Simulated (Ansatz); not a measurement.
Take TiAl₃ (space group I4/mmm, No. 139) as the base.

```xyz
4
Lattice="-1.9228 1.9228 4.3097 1.9228 -1.9228 4.3097 1.9228 1.9228 -4.3097" Properties=species:S:1:pos:R:3 pbc="T T T"
Al     0.0000     0.0000     4.3097
Al     0.0000     1.9228     2.1548
Al     1.9228     0.0000     2.1548
Ti     0.0000     0.0000     0.0000
```

Level of theory: Ansatz (a first-principles code), PBE, PAW, cutoff 420 eV, no SOC, earlier PAW set.

One change was made to it. Results:

| quantity | base | after |
|---|---|---|
| volume per atom | 15.93 Å³ | 16.25 Å³ |
| c/a ratio | 2.241 | 2.243 |

Which of these changes matches the shifts?
(A) pressure −1 GPa
(B) pressure −2 GPa
(C) pressure 22.5 GPa

B, pressure −2 GPa. For comparison, the volume per atom in the other runs: pressure 22.5 GPa gives 13.64 Å³; pressure −1 GPa gives 16.09 Å³.

Load acts through the strain it causes; cell and atoms are relaxed under it. Stability against distortions was not tested. Competing high-pressure phases were not computed. The final runs are not spin-polarised.
